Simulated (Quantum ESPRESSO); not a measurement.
# Short convergence ladders for Cu (I4/mmm, 1 atom in the cell)

```yaml
crystal:
  lattice:
    - [1.45508, -1.45508, 1.36632]
    - [1.45508, 1.45508, 1.36632]
    - [-1.45508, -1.45508, 1.36632]
  atoms:
    - { symbol: Cu, position: [0.00000, 0.00000, 0.00000] }
```

Base method: LDA (PZ), PSlibrary ultrasoft (LDA) pseudopotentials (plane waves; Quantum ESPRESSO).

Base settings: ecutwfc = 55 Ry; ecutrho = 330 Ry; occupations = smearing; smearing = gaussian; degauss = 0.0073499 Ry; potentials = {Cu: Cu.pz-dn-rrkjus_psl.1.0.0.UPF}; K_POINTS = automatic 10 10 10 0 0 0; conv_thr = 1e-11 Ry.

The count of work is k-points × plane waves × bands × iterations; it is no time. Core times come from one kind of shared machine, to one figure; runs under 30 s give none.

**The cutoff for other potential files**

Level: DFT, LDA (PW92), plane waves, PseudoDojo standard norm-conserving (LDA) pseudopotentials.

In this ladder: ecutrho = default; pseudopotentials = {Cu: Cu.upf}.

The second cell is the first with its lattice scaled by 0.98.

The mesh stays at the base's, so the ladder's end is converged at best in this setting alone.

Only quantities that move along the ladder and can be compared are tabulated.

| ecutwfc | free energy less the last step's (meV/atom) | energy of the compressed cell less the first (meV/atom) | pressure (GPa) | count of work / last | core time / last (rough) |
|---|---|---|---|---|---|
| 43 Ry | 43141.11 | 72.38 | -2205.53 | 0.13 | – |
| 52 Ry | 12361.19 | -32.68 | -927.78 | 0.16 | – |
| 66 Ry | 960.77 | -19.93 | -134.39 | 0.23 | – |
| 81 Ry | 19.64 | -21.03 | -14.28 | 0.28 | – |
| 95 Ry | 1.09 | -20.95 | -9.55 | 0.36 | 0.2 |
| 114 Ry | 0.56 | -20.96 | -9.56 | 0.47 | 0.2 |
| 142 Ry | 0.33 | -20.96 | -9.56 | 0.65 | 0.3 |
| 190 Ry | 0.00 | -20.96 | -9.56 | 1.0 | 1 |

Coarsest ecutwfc that holds the energy of the compressed cell less the first within 2 meV/atom of the last step, with all finer ones: 66 Ry, at 0.23 of the last step's count of work; the step before is off by 12 meV/atom.

Coarsest ecutwfc that holds the pressure within 1 GPa of the last step, with all finer ones: 95 Ry, at 0.36 of the last step's count of work and about 0.2 of the last step's time; the step before is off by 4.7 GPa.

Coarsest ecutwfc that holds the free energy within 5 meV/atom of the last step, with all finer ones: 95 Ry, at 0.36 of the last step's count of work and about 0.2 of the last step's time; the step before is off by 20 meV/atom.

The energy difference between the two cells stays within 1 meV/atom of the last step's from 81 Ry on, the total only from 114 Ry on: much of the error is common to both cells and cancels.

At the lowest cutoff the pressure lies 2200 GPa under the last step's, the usual sign of Pulay stress in an incomplete plane-wave basis.

**The density cutoff**

The mesh stays at the base's, so the ladder's end is converged at best in this setting alone.

Only quantities that move along the ladder and can be compared are tabulated.

```tsv
ecutrho	free energy less the last step's (meV/atom)	pressure (GPa)
110 Ry	-1.02	-10.00
165 Ry	-0.08	-10.11
220 Ry	0.03	-10.10
275 Ry	-0.03	-10.11
330 Ry	0.02	-10.11
440 Ry	0.00	-10.11
550 Ry	0.00	-10.11
660 Ry	0.00	-10.11
880 Ry	0.00	-10.11
```

Coarsest ecutrho that holds the pressure within 0.05 GPa of the last step, with all finer ones: 165 Ry; the step before is off by 0.11 GPa.

Coarsest ecutrho that holds the free energy within 0.5 meV/atom of the last step, with all finer ones: 165 Ry; the step before is off by 1.0 meV/atom.

On the base run: the starting cell comes from a database of computed structures (which also holds hypothetical and non-ambient phases and stackings), without a prior relaxation at this level. Its lattice was rescaled by up to half a per cent. Spin polarisation is off. In the base run, with a pressure of about -10 GPa the cell is away from its equilibrium volume at this level.
